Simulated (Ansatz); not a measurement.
Abridged Ansatz (a program for electronic structure) output:

```
Relaxation: its limit of steps is 50 (relax.max_steps)
Pseudopotential: Ti, paw, valence charge 12
Crystal: 2 atoms, lattice volume = 32.924 Å³
Basis set: ecut = 420 eV, 651 PW (Γ), exchange–correlation on 40×40×64 points (8 copies of the dense FFT grid, shifted against one another)
Bands: 16, of which v1, the nominal top of the filled ones, is band 12 counted from 1 (11 counted from 0)
Symmetry: 24 space group operations
k-points: 392 of 6877
Functional: x = pbe(κ = 0.804, μ = 0.2195149727645171), c = pbe(β = 0.06672455060314922)
SCF iter   1: F=—  HF=-4999.670144 eV  |F-HF|=—  |Δ(HF+E_count)|=         —  Δρ=5.80e-2  dr2=1.12e0  ethr=3.10e-3  ⟨swp⟩=3.4  Hψ=24442  notcnv=0
SCF iter   2: F=—  HF=-4999.398368 eV  |F-HF|=—  |Δ(HF+E_count)|=   2.72e-1  Δρ=2.95e-2  dr2=3.04e-1  ethr=3.10e-3  ⟨swp⟩=2.5  Hψ=11815  notcnv=0
SCF 1 converged in 6 iterations: F = -4999.310545 eV  dr2 = 1.54e-9
relax step   1: F+E_penalty+E_count = -4999.31054545 eV  Δ(F+E_penalty+E_count) = +0.000e0 eV  max|allowed force component| = 2.591e-16 eV/Å  Δτ_max = 0.0000 Å  P = +6.840 GPa  Ω = 32.924 Å³  fix = [a, b, gamma]  reactions: a +8.923, b +8.923 GPa  (6 SCF iters, dr2 threshold 1.00e-7 eV, accepted)
[... steps on the carried basis left out ...]
relax step   4: F+E_penalty+E_count = -4999.31415719 eV  Δ(F+E_penalty+E_count) = -2.397e-6 eV  max|allowed force component| = 3.146e-16 eV/Å  Δτ_max = 0.0000 Å  P = +5.062 GPa  Ω = 33.378 Å³  energy of the carried Pulay correction = -1.247e-4 eV  fix = [a, b, gamma]  reactions: a +7.593, b +7.593 GPa  (7 SCF iters, dr2 threshold 3.09e-9 eV, accepted)
Crystal: 2 atoms, lattice volume = 33.378 Å³
Basis set: ecut = 420 eV, 665 PW (Γ), exchange–correlation on 40×40×72 points (8 copies of the dense FFT grid, shifted against one another)
SCF iter   1: F=—  HF=-4999.314275 eV  |F-HF|=—  |Δ(HF+E_count)|=         —  Δρ=7.99e-5  dr2=6.07e-8  ethr=6.96e-10  ⟨swp⟩=3.0  Hψ=43541  notcnv=0
SCF iter   2: F=—  HF=-4999.314272 eV  |F-HF|=—  |Δ(HF+E_count)|=   3.30e-6  Δρ=3.98e-5  dr2=1.57e-8  ethr=2.53e-10  ⟨swp⟩=2.6  Hψ=9629  notcnv=0
SCF 5 converged in 9 iterations: F = -4999.314273 eV  dr2 = 1.36e-19
SCF converged after 9 iterations
Free energy (F): -4999.314273 eV
Internal energy: -4999.237276 eV  (E = F + TS)
E sigma→0 (E₀):  -4999.275775 eV
Entropy (-TS):   -0.076997 eV (-38.499 meV/atom)
Fermi energy:    13.880130 eV
--- Forces (eV/Å), atoms counted from 1 ---
  atom   1  Ti     0.00000000     0.00000000     0.00000000
  atom   2  Ti    -0.00000000    -0.00000000     0.00000000
--- Stress (GPa, compression-positive) ---
        7.589015      -0.000000       0.000000
       -0.000000       7.589015       0.000000
        0.000000       0.000000      -0.006242
  P = ⅓ Tr σ = 5.0573 GPa (50.573 kbar)
--- Relaxed structure (4 steps of the walk, 4 accepted, 1 SCFs on fresh bases) ---
  cell:  # Å, volume = 33.3777 Å³
    - [2.832499689381564, -2.125373575795879e-96, 0.0]
    - [1.416249844690782, 2.4530166872159658, 0.0]
    - [0.0, 0.0, 4.803805636220263]
  atoms:
    - { symbol: Ti, position: [0.33333333333333326, 0.3333333333333333, 0.7499999999999998] }
    - { symbol: Ti, position: [0.6666666666666665, 0.6666666666666666, 0.24999999999999997] }
```

**Question.** What was computed, and what are the main results?

**Answer.** Ti, 2 atoms in the cell, with PBE (Ansatz, PAW, no SOC), earlier PAW set. The last SCF converged to F = -4999.314273 eV, or -2499.6571 eV per atom, at a pressure of 5.06 GPa. The total energy compares only with runs of the same code, potentials and settings.

The cells carry an imposed strain or load. No phonon test of stability was made. All final runs are without spin polarisation. The cell was made from Ti in the hcp (Mg type) structure (space group P6_3/mmc, No. 194) by this change: biaxial strain −3.64 %, plane normal [001], relaxed out of plane.

Keys are those of Ansatz 0.2.
